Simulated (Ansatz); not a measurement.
Model glasses of amorphous Si3N4, 71 to 77 atoms (Si30N40 before any change). Each row is one cell at a composition chosen by hand, melted whole on the CHGNet potential with the anions pushed apart under 1.9 Å, quenched within some picoseconds, far faster than a real film, and relaxed with PBE, scalar-relativistic without spin-orbit coupling (plane waves to 420 eV, PAW; Ansatz, a first-principles code). Each is the lower in DFT energy of 2 quenches. Cycles of charging and discharging were tried on the cells ahead of these points, and a cell that came back lower was taken. The column on the box says what of it was relaxed with the atoms; held means as the quench left it. Cells that kept moments or hold spare charge are left out.

Formal charges balance in every cell, with the guest at the charge named. Neighbours are the N atoms within a cut-off of 1.2 times the sum of covalent radii (1.1 times for Ti, Hf, Zr); the radius is Shannon's ionic radius for that charge at the coordination found, taken on a straight line between listed coordinations where the table lacks it (Shannon's radii were fitted to oxides and fluorides), averaged where a cell holds several guest atoms. The coordination is that of the cell taken. The cells ran without spin polarisation.

```csv
guest,change of the cell,box,cut-off (Å),N neighbours,ionic radius (Å),mean guest-N distance (Å)
B3+,"+4 B, −3 Si",shape,1.86,"3, 3, 3, 3",0.01,1.47
Be2+,"+3 Be, +2 N",shape,2.00,"3, 3, 3",0.16,withheld
Al3+,"+1 Al, +1 N",shape,2.30,4,0.39,1.89
Ga3+,"+1 Ga, +1 N",held,2.32,4,0.47,1.99
Ti4+,"+4 N, +3 Ti",shape,2.54,"5, 5, 4",0.48,2.01
Mg2+,"+3 Mg, +2 N",shape,2.54,"5, 4, 4",0.60,2.21
In3+,"+1 In, +1 N",volume and shape,2.56,4,0.62,2.20
Hf4+,"+3 Hf, +4 N",shape,2.71,"5, 5, 6",0.67,2.24
Zr4+,"+4 N, +3 Zr",volume and shape,2.71,"4, 6, 6",0.68,2.26
```

Task: Fit a straight line of the last column on the one before it through the 8 full rows, and predict the withheld value for Be2+.

Result: Means: x = 0.490, y = 2.034. Slope = Σ(Δx Δy) / Σ(Δx²) = 0.4072 / 0.3384 = 1.203; intercept = 2.034 − (1.203) × 0.490 = 1.445 Å; r.m.s. residual 0.021 Å. Prediction: 1.445 + (1.203) × 0.16 = 1.64 Å. The run gave 1.66 Å, a miss of 0.02 Å, within the residual.
